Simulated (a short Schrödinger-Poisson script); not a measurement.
Stack: symmetric double-gate stack, SiO2 on p-type Si(100), at 300 K.

```csv
layer,material,thickness (nm),Na (cm⁻³)
1,SiO2,1,-
2,Si,4,5e17
3,SiO2,1,-
```

Constants are typed, rounded textbook-type inputs, not results; the design itself was drawn at random and stands for no fabricated device. SiO2: permittivity 3.9, conduction-band edge (eV) 3.15, gap (eV) 9, electron mass (mₑ) 0.5. Si: permittivity 11.7, conduction-band edge (eV) 0, gap (eV) 1.124, Nv at 300 K (cm⁻³) 3.1e19.

Channel valleys (confinement mass, in-plane density-of-states mass, number): Δ2 0.916, 0.19, 2; Δ4 0.19, 0.417, 4. At the gates, both at one voltage, the conduction-band edge of layer 1 lies 3.5 eV − eVg above the Fermi level of the channel. Gaps are held at their typed values at every temperature. Mesh 0.03 nm at interfaces.

Solved with a short Schrödinger-Poisson script written for these runs: 1D Poisson equation in equilibrium, electrons classical, Boltzmann, parabolic valleys, classical holes, full ionisation, no traps, pinning or gate leakage.

The same stack at other levels of the model or other numerical settings:

```json
[
 {"run": "base", "sheet density of all electrons at Vg = 1.05 V (cm⁻²)": "2.65e13", "sheet density of all electrons at Vg = 0.45 V (cm⁻²)": "4.33e12", "capacitance of both gates at Vg = 1.05 V (μF/cm²)": "6.35", "gate voltage at 1e11 electrons/cm² (V)": "0.24", "rough cost against the base": "about 1"},
 {"run": "electrons treated as classical, Fermi-Dirac", "sheet density of all electrons at Vg = 1.05 V (cm⁻²)": "…", "sheet density of all electrons at Vg = 0.45 V (cm⁻²)": "4.20e12", "capacitance of both gates at Vg = 1.05 V (μF/cm²)": "5.76", "gate voltage at 1e11 electrons/cm² (V)": "0.24", "rough cost against the base": "2"},
 {"run": "electrons treated as quantum, Hartree", "sheet density of all electrons at Vg = 1.05 V (cm⁻²)": "2.05e13", "sheet density of all electrons at Vg = 0.45 V (cm⁻²)": "2.77e12", "capacitance of both gates at Vg = 1.05 V (μF/cm²)": "5.12", "gate voltage at 1e11 electrons/cm² (V)": "…", "rough cost against the base": "20"},
 {"run": "mesh six times as coarse", "sheet density of all electrons at Vg = 1.05 V (cm⁻²)": "2.58e13", "sheet density of all electrons at Vg = 0.45 V (cm⁻²)": "4.23e12", "capacitance of both gates at Vg = 1.05 V (μF/cm²)": "…", "gate voltage at 1e11 electrons/cm² (V)": "0.24", "rough cost against the base": "about 1"}
]
```

Some entries are withheld; supply them.


- electrons treated as classical, Fermi-Dirac, sheet density of all electrons at Vg = 1.05 V (cm⁻²): 2.47e13
- electrons treated as quantum, Hartree, gate voltage at 1e11 electrons/cm² (V): 0.28
- mesh six times as coarse, capacitance of both gates at Vg = 1.05 V (μF/cm²): 6.15

The classical rows ignore confinement, and Boltzmann statistics overrate the density once the band edge passes the Fermi level.
